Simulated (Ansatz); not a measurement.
Band structure of ZnInGaO4 (R3m, 7 atoms in the cell).

```yaml
crystal:
  lattice:
    - [1.68033, 0.97014, 8.71341]
    - [-1.68033, 0.97014, 8.71341]
    - [0.00000, -1.94027, 8.71341]
  atoms:
    - { symbol: Zn, position: [0.21838, 0.21838, 0.21838] }
    - { symbol: In, position: [0.00277, 0.00277, 0.00277] }
    - { symbol: Ga, position: [0.78704, 0.78704, 0.78704] }
    - { symbol: O, position: [0.29514, 0.29514, 0.29514] }
    - { symbol: O, position: [0.71136, 0.71136, 0.71136] }
    - { symbol: O, position: [0.12172, 0.12172, 0.12172] }
    - { symbol: O, position: [0.86360, 0.86360, 0.86360] }
```

Method: PBEsol, PAW files made with PBE (plane waves; Ansatz, a first-principles code).

Settings: basis.ecutwfc = 420 eV; kpoints.mp_grid.grid = 7 7 7; hamiltonian.xc = pbesol; hamiltonian.pseudopotentials = {kind: paw} (the program's default PAW files); scf.occupations.method = fixed; kpoints.band_path.path = [[0.0, 0.0, 0.0], [0.5, 0.0, 0.0], [0.5, 0.17493081, -0.17493081]]; kpoints.band_path.npoints = 8.

The starting cell comes from a database of computed structures (which also holds hypothetical and non-ambient phases and stackings), without a prior relaxation at this level.

Predict the gap along the standard path and the places of the band edges.

The gap along the path is 0.98 eV, direct at Γ to within 0.01 eV.

Levels in eV from the top of the valence band on the path, bands 28 to 35:
| point | 28 | 29 | 30 | 31 | 32 | 33 | 34 | 35 |
|---|---|---|---|---|---|---|---|---|
| Γ | -0.75 | -0.52 | 0.00 | 0.00 | 0.98 | 4.14 | 4.79 | 5.61 |
| L | -1.10 | -1.07 | -0.51 | -0.26 | 5.00 | 5.67 | 6.36 | 7.00 |
| B1 | -1.50 | -1.29 | -0.68 | -0.34 | 6.09 | 7.21 | 7.87 | 7.96 |

Keys are those of Ansatz 0.2.
